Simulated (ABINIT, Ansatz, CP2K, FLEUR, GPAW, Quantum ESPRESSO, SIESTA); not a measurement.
**Li3YSb2 (P-3m1, 6 atoms in the cell) computed with different codes at matched settings**

Self-consistent single point, at a second geometry (lattice scaled by 0.98). First geometry:

```yaml
crystal:
  lattice:
    - [4.53148, 0.00000, 0.00000]
    - [-2.26574, 3.92438, 0.00000]
    - [0.00000, 0.00000, 7.18739]
  atoms:
    - { symbol: Li, position: [0.33333, 0.66667, 0.65101] }
    - { symbol: Li, position: [0.66667, 0.33333, 0.34899] }
    - { symbol: Li, position: [0.00000, 0.00000, 0.50000] }
    - { symbol: Y, position: [0.00000, 0.00000, 0.00000] }
    - { symbol: Sb, position: [0.33333, 0.66667, 0.24925] }
    - { symbol: Sb, position: [0.66667, 0.33333, 0.75075] }
```

Shared settings, as Ansatz (a first-principles code) writes them: kpoints.mp_grid.grid = 6 6 3; scf.occupations.method = fermi_dirac; scf.occupations.width = 0.136 eV. Potentials and cutoffs stand in the table.

| code | model | ΔF from the first geometry (meV/atom) | pressure (GPa) | largest force (eV/Å) | cutoff |
|---|---|---|---|---|---|
| SIESTA | GGA PBEsol, numerical atomic orbitals DZP, PseudoDojo PBEsol standard norm-conserving potentials (rewritten from UPF to PSML) | -0.7 | 1.56 | 0.049 | grid 400 Ry |
| Quantum ESPRESSO | PBEsol, PseudoDojo standard norm-conserving (PBESOL) pseudopotentials | -2.1 | 1.19 | 0.012 | 80 Ry |
| ABINIT | PBEsol, norm-conserving pseudopotentials (PseudoDojo nc-sr-04 PBEsol standard) | -2.1 | 1.19 | 0.013 | 40 Ha |
| CP2K | PBEsol, GPW, DZVP-MOLOPT-SR-GTH basis, GTH-PBE potentials (GTH_POTENTIALS) | 7.2 | 2.52 | 0.017 | grid 500 Ry |
| Ansatz | PBEsol, PAW files made with PBE | -2.1 | 1.23 | 0.013 | default |
| GPAW | PBEsol, GPAW PAW datasets PBEsol (made by gpaw-setup) | -2.5 | 1.17 | 0.012 | 600 eV |
| FLEUR | PBEsol, all-electron FLAPW (FLEUR), scalar-relativistic valence | 0.5 | – | 0.019 | Kmax 4.6 1/bohr |

Size of the force on each atom (eV/Å): Sizes of forces hide their directions.

```csv
code,Li1,Li2,Li3,Y4,Sb5,Sb6
SIESTA,0.007,0.007,0.000,0.000,0.049,0.049
Quantum ESPRESSO,0.012,0.012,0.000,0.000,0.012,0.012
ABINIT,0.012,0.012,0.000,0.000,0.013,0.013
CP2K,0.017,0.017,0.000,0.000,0.013,0.013
Ansatz,0.012,0.012,0.000,0.000,0.013,0.013
GPAW,0.012,0.012,0.000,0.000,0.005,0.005
FLEUR,0.018,0.018,0.000,0.000,0.019,0.019
```

A dash marks a value that a program does not give, or that is left out as unsure.

On Ansatz's run: spin-orbit coupling is off.

The spread over the programs that give each value: ΔF from the first geometry within 9.7 meV/atom; pressure within 1.35 GPa; largest force within 0.037 eV/Å.

SIESTA and CP2K use small atom-centred bases, whose incompleteness enters pressures, forces and empty levels differently from a plane-wave cutoff. FLEUR treats all electrons, but the usual bases taken here (sphere radii, linearisation, local orbitals, empty states) were not tested for convergence, so the values are no reference for the others. Ansatz's pressure is given at a fixed set of plane waves, as the other plane-wave codes print theirs. In the pressure, CP2K (by 1.33) lies more than 1 GPa from the median of the plane-wave programs.

The starting cell comes from a database of computed structures (which also holds hypothetical and non-ambient phases and stackings), without a prior relaxation at this level. For this run, on top of that: lattice scaled by 0.98.

Keys are those of Ansatz 0.2.
